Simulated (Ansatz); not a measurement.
**Cu3N under a change: isotropic strain +2.85 %**

Consider Cu₃N (space group Pm-3m, No. 221; a = 3.8270 Å).

Now apply this change: every lattice vector is stretched by 2.85 %; the atoms relax in the strained cell.

The values are results of PBE (Ansatz, a first-principles code; PAW; 420 eV plane waves; scalar-relativistic without spin-orbit coupling), not measurements. Γ-centred 9×9×9 mesh, Fermi–Dirac width 0.05 eV.

```tsv
quantity	base	changed	shift
volume per atom	14.01 Å³	15.24 Å³	+1.23 Å³
space group	Pm-3m (No. 221)	Pm-3m (No. 221)	–
shortest interatomic distance	1.913 Å	1.968 Å	+0.055 Å
energy relative to the base (free energy F)	0 meV/atom	+34 meV/atom	+34 meV/atom
pressure	-0.01 GPa	-8.02 GPa	-8.01 GPa
band gap	0.22 eV	0.49 eV	+0.265 eV
gap character	indirect, R → M	indirect, R → M	–
smallest direct gap	0.75 eV	0.98 eV	+0.23 eV
mean gap deformation potential ΔEg/Δln V	–	+3.1 eV	–
hole mass (degenerate bands, along [100])	0.14, 0.14, 2.1 mₑ (at R)	0.20, 0.20, 2.3 mₑ (at R)	–
valley order (the lowest conduction-band minima on the path, energy above the VBM, named in the base's zone)	M along ⟨110⟩ 0.22 eV; Γ 0.97 eV; X along ⟨100⟩ 1.52 eV	M along ⟨110⟩ 0.49 eV; Γ 0.75 eV; X along ⟨100⟩ 1.30 eV	–
```

Final structure:

```xyz
4
Lattice="3.9360 0.0000 0.0000 0.0000 3.9360 0.0000 0.0000 0.0000 3.9360" Properties=species:S:1:pos:R:3 pbc="T T T"
N      0.0000     0.0000     0.0000
Cu     1.9680     0.0000     0.0000
Cu     0.0000     0.0000     1.9680
Cu     0.0000     1.9680     0.0000
```

Effective masses come from finite differences of ±0.01 Å⁻¹. Stability against distortions was not tested. All final runs are without spin polarisation. The zero or small gap of Cu3N can change with the level of theory.
